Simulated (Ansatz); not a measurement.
**TiO2, response to strain**

Start from TiO2 in the rutile structure (space group P4_2/mnm, No. 136; a = 4.548 Å, c = 2.917 Å). Axes: x, y, z lie along a, b, c of the conventional cell.

Strains are applied to the cell and any free atomic positions relax; under biaxial strain the out-of-plane vector relaxes too.

All numbers come from Kohn–Sham DFT with the LDA functional, run in Ansatz (a quantum-chemistry and plane-wave program) with PAW and 420 eV plane waves, scalar-relativistic without spin-orbit coupling.

```tsv
biaxial strain, plane normal [001], relaxed out of plane (%)	out-of-plane strain (%)
0	0.00
0.6	-0.39
1.2	-0.75
1.8	?
2.4	-1.42
3	-1.72
```

**Question.** Fit ε⊥ = −νε + γε² (strains in %) to the rows shown and predict the withheld row.

**Answer.** Least squares on the printed values gives ν = 0.66 (the biaxial Poisson response) and γ = 0.030 (largest residual 0.00 %); this predicts -1.10 %, and the run gives -1.09 %, in agreement.

Stability against distortions was not tested. All final runs are without spin polarisation.
